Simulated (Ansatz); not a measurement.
The parent structure is SiC (space group P6_3mc, No. 186; a = 3.0585 Å, c = 10.0120 Å). Axes: x lies along a and z along c of the hexagonal cell.

Computed with LDA (Ansatz, a quantum-chemistry and plane-wave program), spin-orbit coupling left out.

Modification: uniaxial strain ε_xx = −2.25 %, all other strain components held at zero; the atoms relax in the strained cell.

Q: Estimate the effect on the hole mass, energy relative to the base and largest internal atomic displacement.

A: The hole mass amounts to 0.28 mₑ along x, 2.3 mₑ along y, 1.3 mₑ along z (at Γ); the energy goes up by 8.6 meV/atom; the largest internal atomic displacement amounts to 0.020 Å.

The levels and masses belong to the bands next to the band gap. Masses are band curvatures over ±0.01 Å⁻¹ around the edge. Whether these cells are dynamically stable was not tested.
